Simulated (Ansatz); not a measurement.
Consider interstitial F in corundum, charge state -1. All values below come from PBE, PAW (plane waves to 420 eV; Ansatz, a program for electronic structure).

Cell of 120 host sites held at the relaxed PBE lattice; the Γ point alone; Fermi-Dirac width 0.01 eV, spin-restricted; finite-size errors left in. Static, classical nuclei. The charge state is imposed; whether it is stable for some Fermi level was not computed. Sites that were not tried may lie lower.

Barriers: single points on a 2×2×2 k-point mesh shifted by half a step along c at the bands' geometries.

Relaxed starting cell (atoms counted from 1):

```xyz
121
Lattice="9.6175 0.0000 0.0000 -4.8088 8.3290 0.0000 0.0000 0.0000 13.1251" Properties=species:S:1:pos:R:3 pbc="T T T"
Al     0.0000     0.0001     4.7507
Al    -2.4052     4.1762     4.6242
Al     4.8195    -0.0048     4.6243
Al     2.3950     4.1578     4.6243
Al     2.4025     1.3824     2.4406
Al     0.0002     5.5528     2.4325
Al     7.2194     1.3895     2.4407
Al     4.8048     5.5574     2.4407
Al    -0.0237     2.7818     4.1086
Al    -2.3877     6.9588     4.1087
Al     4.8089     2.7765     4.1352
Al     2.4118     6.9176     4.1088
Al     2.4287     1.3980     6.3275
Al     0.0002     5.5528     6.3190
Al     7.1927     1.4044     6.3274
Al     4.8054     5.5269     6.3273
O      3.3717    -0.0040     3.2439
O      0.9232     4.1577     3.2728
O      8.1405    -0.0021     3.2819
O      5.7319     4.1714     3.2823
O      0.7368     1.2804     3.2819
O     -1.6694     5.4510     3.2728
O      5.5554     1.2796     3.2824
O      3.1196     5.4114     3.2439
O      1.4653     2.7689     5.4725
O     -0.8962     6.9249     5.4652
O      6.2710     2.7938     5.4676
O      3.8085     6.7773     5.3557
O     -0.7398     4.0905     5.4651
O     -2.9644     8.2384     5.3556
O      4.0628     4.0341     5.4676
O      1.6783     8.2135     5.4725
O     -0.8439     1.6428     5.3552
O     -3.1432     5.6757     5.4724
O      4.0928     1.5015     5.4676
O      1.6367     5.6430     5.4652
O     -1.6821     2.9221     3.2438
O     -4.0682     7.0510     3.2819
O      3.1393     2.8784     3.2824
O      0.7468     7.0496     3.2728
Al     2.3972     1.4116     9.0214
Al     0.0001     5.5528     8.9948
Al     7.1968     1.3703     9.0212
Al     4.8327     5.5475     9.0211
Al     0.0038     2.8024     6.8025
Al    -2.3836     6.9249     6.8025
Al     4.8089     2.7765     6.8110
Al     2.3803     6.9311     6.8028
Al     0.0002     0.0002     8.3795
Al    -2.4031     4.1529     8.5057
Al     4.7983     0.0050     8.5058
Al     2.4141     4.1713     8.5058
Al     0.0043     2.7718    10.6894
Al    -2.4103     6.9397    10.6893
Al     4.8089     2.7765    10.6974
Al     2.4065     6.9468    10.6892
O      1.0009     1.5523     7.7748
O     -1.4620     5.5355     7.6625
O      5.7053     1.4044     7.6650
O      3.3437     5.5601     7.6576
O      3.1725     2.6863     7.6650
O      0.7162     6.8276     7.6625
O      7.9524     2.6534     7.6576
O      5.6524     6.6869     7.7743
O      1.4773     0.0022     9.8480
O     -0.9229     4.1578     9.8476
O      6.2461     0.0042     9.8861
O      3.8860     4.1715     9.8571
O     -0.7403     1.2783     9.8481
O     -3.1264     5.4072     9.8860
O      4.0622     1.2796     9.8572
O      1.6697     5.4509     9.8476
O      1.6895     2.9180     9.8862
O     -0.7464     7.0496     9.8476
O      6.4786     2.8782     9.8571
O      4.0722     7.0488     9.8481
O      3.1307     0.1156     7.6577
O      0.7462     4.2953     7.6625
O      7.7732     0.0905     7.7747
O      5.5491     4.2388     7.6649
Al    -0.0021     2.7727     0.2473
Al    -2.4063     6.9448     0.2472
Al     4.8089     2.7764     0.2467
Al     2.4089     6.9408     0.2472
Al     0.0002     0.0001    11.1407
Al    -2.4002     4.1637    11.1920
Al     4.8061    -0.0030    11.1920
Al     2.4033     4.1686    11.1920
Al     2.4002     1.3884    12.8827
Al     0.0002     5.5527    12.8831
Al     7.2153     1.3845    12.8827
Al     4.8112     5.5565    12.8827
Al     0.0002     0.0001     1.9893
Al    -2.4083     4.1655     1.9379
Al     4.8117     0.0031     1.9380
Al     2.4058     4.1606     1.9379
O     -1.4726     2.7758    12.0387
O     -3.8777     6.9425    12.0306
O      3.3376     2.7788    12.0401
O      0.9306     6.9379    12.0402
O      0.7345     4.0544    12.0402
O     -1.6684     8.2167    12.0387
O      5.5466     4.0495    12.0400
O      3.1427     8.2162    12.0306
O      3.8784     1.3913     1.0897
O      1.4715     5.5505     1.0898
O      8.6867     1.3866     1.0992
O      6.2817     5.5535     1.0911
O      1.6675     2.6634     1.0911
O     -0.7335     6.8281     1.0898
O      6.4736     2.6632     1.0896
O      4.0736     6.8296     1.0991
O      1.6664     0.1131     1.0991
O     -0.7375     4.2797     1.0898
O      6.4775     0.1125     1.0911
O      4.0746     4.2748     1.0896
O      0.7355     1.4996    12.0306
O     -1.6646     5.6660    12.0401
O      5.5426     1.5011    12.0400
O      3.1415     5.6658    12.0387
F      0.0000     0.0011     6.5651
```
Cell charge -1.

End state 1 differs by these moves (Å; atoms that move under 0.08 Å are left out):

| atom | element | Δx | Δy | Δz |
|---|---|---|---|---|
| 1 | Al | 0.00 | 0.00 | -0.12 |
| 28 | O | 0.08 | 0.17 | 0.11 |
| 30 | O | -0.15 | -0.05 | 0.08 |
| 33 | O | 0.10 | -0.15 | 0.11 |
| 45 | Al | 0.00 | -0.03 | 0.13 |
| 49 | Al | 0.00 | -0.03 | 0.13 |
| 53 | Al | 0.00 | 0.00 | -0.12 |
| 57 | O | 0.00 | -0.33 | -0.23 |
| 63 | O | -0.18 | 0.03 | -0.12 |
| 64 | O | -0.10 | 0.12 | -0.12 |
| 66 | O | -0.08 | 0.17 | 0.11 |
| 69 | O | -0.10 | -0.15 | 0.11 |
| 73 | O | 0.15 | -0.05 | 0.08 |
| 78 | O | 0.10 | 0.12 | -0.12 |
| 79 | O | 0.18 | 0.03 | -0.12 |
| 121 | F | 0.00 | 2.77 | 2.19 |

Question: Give the forward and backward barriers to end state 1 at the level PBE, PAW.

Answer: forward 2.23 eV, backward 2.23 eV; at the saddle point atom 121 has neighbours 2 Al at 1.95, 2 Al at 1.97; 2 O at 2.06, O at 2.17, 2 O at 2.32 Å. The program found a first-order saddle point.
